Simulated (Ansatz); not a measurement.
## A computed series for Y: response to strain

The parent structure is Y in the hcp (Mg type) structure (space group P6_3/mmc, No. 194; a = 3.594 Å, c = 5.610 Å; relaxed with 0.1 eV smearing). Axes: x lies along a and z along c of the hexagonal cell.

Strains are applied to the cell and any free atomic positions relax.

Level of theory: PBEsol (Ansatz, a program for electronic structure; PAW; 420 eV plane waves; spin-orbit coupling left out).

Notes on the quantities. energy relative to the base: free energy F.

```tsv
change	energy relative to the base	shortest interatomic distance
base	0 meV/atom	3.489 Å
tensor shear ε_xz = +1.43 %	+2.1 meV/atom	(withheld)
tensor shear ε_xz = +0.57 %	+0.3 meV/atom	3.473 Å
tensor shear ε_xz = +2.00 %	+4.0 meV/atom	3.434 Å
tensor shear ε_xz = +1.71 %	+2.9 meV/atom	3.442 Å
tensor shear ε_xz = +0.29 %	+0.1 meV/atom	3.481 Å
tensor shear ε_xz = +0.86 %	+0.7 meV/atom	(withheld)
tensor shear ε_xz = +1.14 %	(withheld)	3.456 Å
```

Task: Some entries are withheld; estimate them.

Result: 
- tensor shear ε_xz = +1.43 %, shortest interatomic distance: 3.448 Å
- tensor shear ε_xz = +0.86 %, shortest interatomic distance: 3.464 Å
- tensor shear ε_xz = +1.14 %, energy relative to the base: +1.3 meV/atom

Whether these cells are dynamically stable was not tested. The final runs are not spin-polarised.
